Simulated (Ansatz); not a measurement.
## Pressure series in Li2Se

The reference is Li₂Se in the anti-fluorite structure (space group Fm-3m, No. 225; a = 6.006 Å).

Cell and atoms are relaxed at each pressure.

Method: Kohn–Sham DFT with the PBE functional, run in Ansatz (a program for electronic structure) with PAW and 420 eV plane waves, spin-orbit coupling left out.

Candidates:
(a) pressure 10 GPa
(b) pressure 7.5 GPa
(c) pressure 0.3 GPa
(d) pressure −1 GPa
(e) pressure 0.7 GPa

Before the change:

```
Property              Result
-------------------  -------
Smallest direct gap  3.38 eV
```

Order them by smallest direct gap, highest first.

(a) pressure 10 GPa (4.31 eV), (b) pressure 7.5 GPa (4.12 eV), (e) pressure 0.7 GPa (3.46 eV), (c) pressure 0.3 GPa (3.41 eV), (d) pressure −1 GPa (3.25 eV)

Load acts through the strain it causes; cell and atoms are relaxed under it. Whether these cells are dynamically stable was not tested. No other phases were tried under pressure.
